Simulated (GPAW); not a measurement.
**σxx against uniaxial strain in cubic perovskite BaHfO3 (space group 221): C11 (GPAW, PBEsol)**

```yaml
crystal:
  lattice:
    - [4.10525, 0.00000, 0.00000]
    - [0.00000, 4.16777, 0.00000]
    - [0.00000, 0.00000, 4.16777]
  atoms:
    - { symbol: Ba, position: [0.00000, 0.00000, 0.00000] }
    - { symbol: Hf, position: [0.50000, 0.50000, 0.50000] }
    - { symbol: O, position: [0.50000, 0.00000, 0.50000] }
    - { symbol: O, position: [0.00000, 0.50000, 0.50000] }
    - { symbol: O, position: [0.50000, 0.50000, 0.00000] }
```

Level of theory: PBEsol, GPAW PAW datasets PBEsol (made by gpaw-setup) (plane waves; GPAW). Settings: mode = pw; ecut = 1040 eV; xc = PBEsol; kpts = 10 10 10; mesh shift (steps) = 0 0 0; occupations.name = fermi-dirac; occupations.width = 0.01 eV; nbands = -4; convergence.density = 1e-06 e/electron; convergence.energy = 1e-06 eV/electron; convergence.bands = -2; symmetry.symmorphic = false; symmetry.tolerance = 0.0005; maxiter = 150. The cell above is the first row's. The rows stretch one cube axis (x) by the strain ε and hold the other two. Stress is positive in tension. In all rows fractional positions and the k mesh are held.

| ε (%) | σxx (GPa) |
|---|---|
| -1.5 | ? |
| -1.0 | -3.68 |
| -0.5 | -1.78 |
| 0.0 | 0.02 |
| 0.5 | 1.72 |
| 1.0 | 3.33 |
| 1.5 | 4.85 |
| 2.0 | 6.29 |

### Question
Using a parabola, estimate the missing σxx at ε = -1.5 from the other rows, showing the fit.

### Answer
Least squares gives σxx = 0.014 + 3.5048·ε - 0.1848·ε². Residuals (row less fit): -0.004, 0.005, 0.006, 0.000, -0.004, -0.005, 0.006; standard error 0.006 (degrees of freedom: 4). The slope at ε = 0, 3.5048 GPa per cent, gives C11 ≈ 100 × 3.5048 = 350 GPa, for the static lattice. At the withheld row, σxx = 0.014 + 3.5048 × (-1.5) - 0.1848 × (-1.5)² = -5.659 GPa. The calculation gives -5.68 GPa, 0.021 GPa below the prediction (0.2 % of the range of σxx in the table). The row lies outside the fitted rows, so this is an extrapolation. From the scatter of the fitted rows alone, a prediction at this place has a standard error of 0.011 GPa, so the miss is 1.8 times that.

Carrying the step between the two nearest rows on in a straight line would have given -5.58, off by 0.10; series whose last step already gives the withheld value aren't shown. The reference cell has the volume at which an earlier scan in this program and functional put its minimum by a fit. The runs keep the symmetry of the cell, so they don't test it for distortions. The unstrained cell stands at a pressure of -0.02 GPa, and the constants belong to that pressure. By symmetry this strain leaves no force on the atoms; the largest in the rows is 0.000 eV/Å. Spin-orbit coupling is off. Cutoffs and mesh are single choices, not tested for convergence of this quantity. Series with a scatter that would blur these digits, or in which a gap closes, are not shown. Strain series were run only where this level's volume lies within 10 % of a first guess from the measured size.
